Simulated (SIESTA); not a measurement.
Band structure of ZrTi2 (P6/mmm, 3 atoms in the cell).

```
CELL_PARAMETERS angstrom
      4.72441     0.00000     0.00000
     -2.36220     4.09146     0.00000
      0.00000     0.00000     3.00345
ATOMIC_POSITIONS crystal
  Zr 0.00000 0.00000 0.00000
  Ti 0.66667 0.33333 0.50000
  Ti 0.33333 0.66667 0.50000
```

Level of theory: SIESTA with LDA PW92, numerical atomic orbitals TZP, PseudoDojo LDA standard norm-conserving potentials (rewritten from UPF to PSML).

Settings: XC.functional = LDA; XC.authors = PW92; potentials = PseudoDojo LDA standard; PAO.BasisSize = TZP; PAO.EnergyShift = 0.01 Ry; MeshCutoff = 350 Ry; kgrid.MonkhorstPack = 8 8 11; OccupationFunction = FD; ElectronicTemperature = 100 meV; MaxSCFIterations = 150; SCF.Mixer.Method = Broyden; SCF.Mixer.Weight = 0.25; SCF.Mixer.History = 8; SCF.DM.Tolerance = 1.0E-04.

The starting cell comes from a database of computed structures (which also holds hypothetical and non-ambient phases and stackings), without a prior relaxation at this level. Spin polarisation is off. Values carry the incompleteness of an atom-centred basis.

Levels in eV from the Fermi level, bands 15 to 20:
```csv
point,15,16,17,18,19,20
Γ,-0.95,-0.95,-0.27,-0.27,0.01,0.84
M,-2.80,-0.45,-0.36,-0.29,0.07,0.65
K,-3.13,-0.23,-0.23,-0.17,0.08,0.63
A,-2.06,-2.04,-2.04,-1.97,0.97,0.97
L,-1.51,-1.31,-0.54,-0.51,0.41,0.86
H,-1.97,-0.87,-0.87,-0.74,0.48,0.48
```

Bands cross the Fermi level along this path, so the cell is metallic at this level.

Higher empty bands are left out: an atom-centred basis made for the valence describes them poorly.
